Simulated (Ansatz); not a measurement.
The parent structure is Pt in the fcc (Cu type) structure (space group Fm-3m, No. 225; a = 3.942 Å; relaxed with 0.1 eV smearing). Axes: x, y, z lie along the cube axes.

Calculations: Ansatz (a first-principles code), r2SCAN, PAW, cutoff 500 eV, scalar-relativistic without spin-orbit coupling.

For the base:

The band gap is zero.

One thing is altered: uniaxial strain ε_xx = −3.09 %, all other strain components held at zero; the atoms relax in the strained cell.

What does the calculation give for the stress, energy relative to the base and band gap after the change?

The stress (xx, yy, zz, yz, xz, xy; compression positive) is (11.3, 8.3, 8.3, 0.0, 0.0, 0.0) GPa; the energy grows by 16 meV/atom; the band gap is still zero.

Whether these cells are dynamically stable was not tested. The final runs are not spin-polarised.
